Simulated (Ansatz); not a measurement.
## Effect of Ti → Co on TiSi2

The parent structure is TiSi2 (space group Fddd, No. 70; a = 4.7804 Å, b = 8.2321 Å, c = 8.5219 Å).

Modification: every Ti is replaced by Co, then cell and atoms are relaxed.

Computed with r2SCAN, PAW, 500 eV (Ansatz, an electronic-structure program; no spin-orbit coupling), earlier PAW set. Settings: 12×12×12 k-points, 0.05 eV Fermi–Dirac smearing, for the changed cell.

```yaml
volume_per_atom: 11.61 Å³ (base 13.97 Å³)
shortest_interatomic_distance: 4.558 bohr (base 4.761 bohr)
band_gap: zero (base zero)
```

Final structure:

```
CELL_PARAMETERS angstrom
      0.00000     3.72894     4.51189
      2.07028     0.00000     4.51189
      2.07028     3.72894     0.00000
ATOMIC_POSITIONS crystal
  Si 0.66704 0.33296 0.66704
  Si 0.33296 0.66704 0.33296
  Si 0.58296 0.91704 0.58296
  Si 0.91704 0.58296 0.91704
  Co 0.00000 0.00000 0.00000
  Co 0.25000 0.25000 0.25000
```

Stability against distortions was not tested. As relaxed here, CoSi2 is a hypothetical phase, not in the database extracts checked. Seeded moments were not kept for Ti → Co. All final runs are without spin polarisation.
